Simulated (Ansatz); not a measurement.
We consider AlB2-type ErB2, described by PBEsol in Ansatz (plane waves, PAW).

Numerical settings: plane-wave cutoff 520 eV, 18×18×14 k mesh (along the axes of the cell as run), Fermi–Dirac smearing 0.05 eV, spin-polarised with parallel moments, scalar-relativistic PAW data made under PBE.

Computed at the level's own relaxed cell.

### Question
What does this level give for the lattice constant a, c axis length and bulk modulus?

### Answer

- lattice constant a = 3.213 Å
- c axis length = 3.789 Å
- bulk modulus = 159 GPa

The run finds no gap.

Note: the magnetic order was assumed, not searched for or taken from measurement; the 4f shell is treated without U or exact exchange, so its levels and filling can be wrong; the bulk modulus is −V dP/dV from two relaxed cells at ±2 % in volume.

Spin–orbit coupling is not included; it can open a gap where bands touch, and shift volumes and moduli.

Cost on a shared machine: very roughly 6 core-minutes.

Ansatz is an electronic-structure program.
